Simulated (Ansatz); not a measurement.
Related cells compared by their density of states at the Fermi level.

Cell A: TaSi2 (P6₂22), 9 atoms in the cell, k-point mesh 12×12×6 on the run's own vectors.
```xyz
9
Lattice="4.8053 0.0000 0.0000 -2.4027 4.1615 0.0000 0.0000 0.0000 6.5979" Properties=species:S:1:pos:R:3 pbc="T T T"
Ta     3.6040     2.0808     1.0997
Ta     2.4027     0.0000     3.2990
Ta     1.2013     2.0808     5.4983
Si     2.4027     2.8385     3.2990
Si    -1.2569     3.5000     5.4983
Si     1.1458     0.6615     1.0997
Si     0.0000     1.3230     3.2990
Si     3.6595     0.6615     5.4983
Si     1.2569     3.5000     1.0997
```

Cell B: MoSi2 (I4/mmm), 3 atoms in the cell; spin state with PBE: run without spin, k-point mesh 12×12×12 on the run's own vectors.
MoSi2 has the tetragonal space group I4/mmm (No. 139), Pearson symbol tI6. Lattice parameters: a = b = 3.217 Å, c = 7.873 Å, α = β = γ = 90.00°. Si on 4e sees 5 Si at 2.597–2.640 Å and 5 Mo at 2.619–2.638 Å. Mo on 2a is coordinated by 10 Si at 2.619–2.638 Å and 4 Mo at 3.217 Å. (Neighbours: up to the widest gap in distance over summed covalent radii, below 1.35, at either atom; cation-cation and far metal-metal contacts left out.)
(The calculation used a cell of 3 atoms; values per cell refer to that cell.)

Plane-wave PAW calculations with Ansatz (a quantum-chemistry and plane-wave program), its default PAW set, cutoff 420 eV. The structures are at rest with PBE. Neutral cells; Fermi-Dirac smearing of at most 0.05 eV in the solids, energies taken to zero width. No structure search was made; lower ones may exist. Spin-orbit coupling is left out. A dispersion term ran beside these levels; it doesn't touch the electrons. Both spins, broadened by a Gaussian of 0.2 eV on the run's mesh.

**Question.** Predict the density of states at the Fermi level (states/eV per atom) of each cell with PBE.

**Answer.** 
| system | PBE |
|---|---|
| A | 0.35 |
| B | 0.10 |

With PBE the value of A exceeds that of B by 0.25 states/eV per atom.
